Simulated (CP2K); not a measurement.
Band structure of Pb (Fm-3m, 1 atom in the cell).

```
CELL_PARAMETERS angstrom
      3.56834     0.00000     0.00000
      1.78417     3.09027     0.00000
      1.78417     1.03009     2.91353
ATOMIC_POSITIONS crystal
  Pb 0.00000 0.00000 0.00000
```

Method of the run: CP2K 2026.2 with PBE, GPW, DZVP-MOLOPT-SR-GTH basis, GTH-PBE potentials (GTH_POTENTIALS).

Settings: CUTOFF = 400 Ry; REL_CUTOFF = 50 Ry; SMEAR/METHOD = FERMI_DIRAC; ELECTRONIC_TEMPERATURE = 580.23 K; KPOINTS/SCHEME = MONKHORST-PACK 11 11 11; XC_FUNCTIONAL = PBE; Pb/BASIS_SET = DZVP-MOLOPT-SR-GTH-q4; Pb/POTENTIAL = GTH-PBE-q4; METHOD = GPW; EPS_DEFAULT = 1e-10; EXTRAPOLATION = USE_GUESS; NGRIDS = 4; SCF_GUESS = ATOMIC; EPS_SCF = 1e-06.

The starting cell comes from a database of computed structures (which also holds hypothetical and non-ambient phases and stackings), without a prior relaxation at this level. Its lattice was rescaled by a random factor within 2.5 % of one. Spin-orbit coupling is off. Values carry the incompleteness of an atom-centred basis.

Levels in eV from the Fermi level, bands 1 to 4:
```csv
point,1,2,3,4
Γ,-11.30,7.20,7.20,7.20
X,-6.79,-3.07,2.09,2.09
W,-6.64,-1.31,-1.31,0.24
K,-6.83,-2.17,-1.19,2.94
L,-8.10,-3.97,5.46,5.46
U,-6.83,-2.17,-1.19,2.94
```

Bands cross the Fermi level along this path, so the cell is metallic at this level.

Higher empty bands are left out: an atom-centred basis made for the valence describes them poorly.
